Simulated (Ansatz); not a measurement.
Defect migration in rutile TiO2: interstitial Ag, charge state +1. Method: PBE, PAW (plane waves to 420 eV; Ansatz, a quantum-chemistry and plane-wave program).

Cell of 72 host sites held at the relaxed PBE lattice; one k-point at (0.250, 0.250, 0.250); Fermi-Dirac width 0.01 eV, spin-restricted; finite-size errors left in. No zero-point or tunnelling terms. The charge state is imposed; whether it is stable for some Fermi level was not computed. Sites that were not tried may lie lower.

Barriers: single points on a 2×2×2 k-point mesh shifted by half a step at the bands' geometries.

A. a direct jump of one Ag atom; the atom moves 1.38 Å along (0.00, 0.00, 0.47) of the unit cell; the moving atom starts with neighbours 2 O at 2.13, 2 O at 2.15, O at 2.73, O at 2.74; Ti at 2.73, Ti at 2.74, 2 Ti at 2.75 Å and ends with 2 O at 2.13, 2 O at 2.15, 2 O at 2.74; 2 Ti at 2.73, 2 Ti at 2.75 Å; the start lies 0.36 eV above the lowest site run; saddle order inconclusive, on a symmetry element.
B. a concerted move, in which Ag travels most; the atom moves 1.81 Å along (-0.07, -0.35, 0.23) of the unit cell; at the start the Ag atom holds a host Ti site and a host atom stands off its site; the moving atom starts with neighbours 2 O at 2.10, O at 2.11, O at 2.46, O at 2.64, O at 2.65; Ti at 2.72 Å and ends with 2 O at 2.13, 2 O at 2.15, 2 O at 2.72; 2 Ti at 2.74, Ti at 2.75, Ti at 2.76 Å; saddle order inconclusive.

A band can be held on a symmetry element, so unchecked saddle points there may be too high.

### Question
Order them by forward barrier (lowest first) at the level PBE, PAW.

### Answer
A (0.046 eV), B (0.79 eV)
